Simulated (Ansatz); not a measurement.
The parent structure is TiO$_{2}$ in the anatase structure (space group I4_1/amd, No. 141; a = 3.739 Å, c = 9.455 Å). Axes: x, y, z lie along a, b, c of the conventional cell.

Level of theory: Kohn–Sham DFT with the LDA functional, run in Ansatz (a program for electronic structure) with PAW and 420 eV plane waves, spin-orbit coupling left out.

For the base:

```
Property   Result
--------  -------
Band gap  2.08 eV
```

The change: uniaxial strain ε_xx = +1.80 %, all other strain components held at zero; the atoms relax in the strained cell.

Problem. What happens to the band gap?

Solution. The band gap shrinks by 0.04 eV, from 2.08 eV to 2.04 eV.

Problem. What happens to the largest internal atomic displacement?

Solution. The largest internal atomic displacement is 0.017 Å.

Problem. Estimate the effect on the energy relative to the base.

Solution. The energy increases by 4.1 meV/atom.

Problem. Estimate the effect on the stress.

Solution. The stress (xx, yy, zz, yz, xz, xy; compression positive) amounts to (-6.49, -2.78, -2.62, 0.00, 0.00, 0.00) GPa.

Whether these cells are dynamically stable was not tested. The final runs are not spin-polarised.
